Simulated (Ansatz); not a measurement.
# Band gap of diamond and zinc-blende semiconductors: r2SCAN against PBE

Ansatz (plane waves, PAW); cells keep the symmetry of their structure type. Ansatz (a quantum-chemistry and plane-wave program) is a plane-wave DFT program; potentials: the later of its two PAW sets. No spin-orbit coupling. PBE gaps are read at band edges searched over the zone in cells relaxed at that level, r2SCAN gaps at band edges searched over the zone in cells relaxed at that level. The two cells differ, so the slope holds a volume effect too.

Here x stands for PBE gap and y for r2SCAN gap.

| solid | PBE gap (eV) | r2SCAN gap (eV) |
|---|---|---|
| CdS | 1.04 | 1.54 |
| BP | 1.25 | 1.41 |
| SiC | 1.37 | 1.71 |
| BeTe | 2.03 | 2.38 |
| BeS | 3.15 | 3.59 |
| C | 4.13 | ? |

Task: Fit y against x with a straight line, and predict the withheld value at x = 4.13.

Result: With u = x - 1.8, the rows have u = -0.7600, -0.5500, -0.4300, 0.2300, 1.3500. Means: u -0.032000, y 2.126. About the means, the sum of products is 3.0529 and the sum of squares of u is 2.9353; the slope is their ratio. Least squares gives y = 2.159 + 1.0401·u. Residuals (row less fit): 0.171, -0.177, -0.002, -0.018, 0.027; standard error 0.143 (degrees of freedom: 3). The slope is 1.04 with a standard error of 0.084. At the withheld row, u = 2.3300, so y = 2.159 + 1.0401 × 2.3300 = 4.582 eV. The calculation gives 4.36 eV, 0.222 eV below the prediction (7.5 % of the range of y in the table). The row lies outside the fitted rows, so this is an extrapolation. From the scatter of the fitted rows alone, a prediction at this place has a standard error of 0.253 eV, so the miss is 0.9 times that.

CdS is here a metastable form; wurtzite is the usual one. Spin-orbit coupling is left out, which can shift this property for BeTe. Left out of the series because the gap is closed or under 0.1 eV at PBE or r2SCAN: GaSb. The rows are a random draw from the solids of this series computed here; series whose standard error about the line passes 12 to 30 % of the range of y, or with no trend, aren't shown in this form.
